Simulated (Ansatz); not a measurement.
Consider a (111) superlattice of 11 double layers of Si and 1 of Ge (both in the zinc blende type), in-plane lattice that of Ge; the cell holds Si22Ge2.

Method: PBE (plane waves to 420 eV, PAW; Ansatz, an electronic-structure program). Scalar-relativistic, without spin–orbit coupling; PBE gaps are too small against experiment. Its k-point mesh 9×9×1, Fermi–Dirac width 0.01 eV.

Question: Predict its period and gap.

Answer: 
- period = 37.38 Å
- in-plane lattice vector = 4.075 Å
- strain of bulk Si held on this lattice, in plane and along the normal = +5.35 %, then -1.93 %
- PBE gap of the superlattice over the mesh and listed points off it = 0.22 eV
